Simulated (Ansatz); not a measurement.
Consider a periodic stack without vacuum, hcp Ti (1 0 0) on rutile TiO2 (1 0 0) (film strained to the substrate, started from cuts of the bulks and a machine-learned relaxation; slabs Ti6O10 and Ti8, which can lie off the formulas): substrate slab Ti6O10, film Ti8, surface cells [[0, -1], [1, -1]] and [[1, 0], [1, 1]], film strained by -0.2 and +0.9 %, outermost planes Ti/Ti and Ti/Ti as cut, which need not be the usual terminations and can put a slab off its formula. Its start:

```xyz
24
Lattice="2.9638 0.0000 0.0195 2.9638 4.6435 -0.0120 1.1776 0.1967 22.5465" Properties=species:S:1:pos:R:3 pbc="T T T"
Ti     5.9616     4.6234     2.7311
Ti     4.5494     2.3115     0.4429
O      1.5171     0.8422     1.6638
O      3.0188     3.6443     0.7376
Ti     5.9428     4.6596     7.2920
Ti     4.4741     2.3056     5.0045
O      2.9949     1.2923     4.0721
O      4.4781     3.5062     3.3568
O      1.5027     0.9501     6.4358
O      2.9867     3.2774     5.8280
Ti     5.8560     4.6897    12.0151
Ti     4.4468     2.3415     9.5821
O      2.9721     1.3607     8.8043
O      4.4576     3.7250     8.2813
O      1.4554     1.0155    11.1337
O      2.9718     3.1326    10.7909
Ti     1.2802     0.0921    14.5012
Ti     4.3403     2.4437    12.5805
Ti     2.6607     0.1288    17.0485
Ti     2.7389     2.4228    15.2377
Ti     1.1085     0.1207    19.6256
Ti     4.1344     2.4556    17.7793
Ti     2.6144     0.2035    22.1645
Ti     2.5676     2.4368    20.2687
```

The start was prepared with a machine-learned potential, and the result is one local minimum, with the in-plane cell held and forces under 0.04 eV/Å; the film can end far from its bulk form.

Method: PBE (plane waves to 420 eV, PAW; Ansatz, a program for electronic structure). Scalar-relativistic, without spin–orbit coupling; the runs are not spin-polarised; PBE gaps are too small against experiment. Its k-point mesh 12×7×1, Fermi–Dirac width 0.05 eV.

**Question.** Predict the relaxed interface.

**Answer.** 
- interface area: 13.8 Å²
- period: 22.28 Å
- heights between the nearest atoms of the two slabs at the two interfaces: 0.44 and 0.67 Å
- Ti–Ti contacts across the interfaces within 1.22 times the sum of covalent radii: 14, mean 3.02 Å
- O–Ti contacts across the interfaces within 1.22 times the sum of covalent radii: 7, mean 2.13 Å
